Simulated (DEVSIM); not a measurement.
System: Au/SiO2/p-InP capacitor, at 300 K.

```
layer (left to right)  material  thickness (nm)  Na (cm⁻³)
---------------------  --------  --------------  ---------
1                          SiO2            1.20          -
2                           InP             590     1.1e18
```

Metal gate on the left, work function 5.1 eV. Fixed charge at the semiconductor interface 4.5e10 cm⁻² (in units of +e); interface traps 4.9e10 cm⁻² eV⁻¹, uniform in energy, neutral level at 0.3 of the gap above the valence band.

This is a model device: material constants are rounded textbook-type values typed into the input, and sizes, dopings and lifetimes were drawn at random. Values at 300 K.

| parameter | SiO2 | InP |
|---|---|---|
| gap (eV) | 9 | 1.344 |
| affinity (eV) | 0.9 | 4.38 |
| permittivity | 3.9 | 12.5 |
| Nc (cm⁻³) | - | 5.7e17 |
| Nv (cm⁻³) | - | 1.1e19 |

DEVSIM, 1D Poisson equation in equilibrium, Boltzmann statistics, complete ionisation; no quantum confinement or tunnelling. Metal contacts follow the ideal Schottky-Mott rule: no Fermi-level pinning, no interface dipoles.

The fixed charge was swept, all else fixed.

| fixed charge (cm^-2) | flat-band voltage (V) |
|---|---|
| -8.66e12 | -0.09 |
| -4.3e12 | -0.33 |
| 4.5e10 | -0.57 |
| 4.4e12 | -0.81 |
| 8.74e12 | -1.05 |

From the first row to the last the flat-band voltage goes from -0.09 to -1.05.
